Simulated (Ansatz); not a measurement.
MgAlNO (model structure, started from the AlSiCN type, P3m1, No. 156, 4 atoms in the cell), treated with PBE (Ansatz, a program for electronic structure, plane waves, PAW).

Numerical settings: plane-wave cutoff 520 eV, 12×12×8 k mesh (along the axes of the cell as run), Fermi–Dirac smearing 0.01 eV, scalar-relativistic PAW data made under PBE.

Cell (relaxed with PBEsol):

Space group P3m1 (No. 156); a = b = 3.180 Å, c = 5.083 Å, α = β = 90.00°, γ = 120.00°

```
atom  site  symmetry       x       y       z
----  ----  --------  ------  ------  ------
Al      1b       3m.  0.3333  0.6667  0.5027
Mg      1c       3m.  0.6667  0.3333  0.0066
O       1b       3m.  0.3333  0.6667  0.1413
N       1c       3m.  0.6667  0.3333  0.5994
```

### Question
What does this level give for the band gap?

### Answer

- band gap = 3.41 eV (direct)

Note: the relaxation could raise the start's symmetry but not lower it, so the cell can be a saddle point; cell and atoms aren't relaxed at this level (largest force component 0.04 eV/Å, pressure 3.2 GPa).

A model structure was made by putting elements into a prototype or built by hand; it is no filed structure, need not be a known phase, and can be a saddle point held by its symmetry.
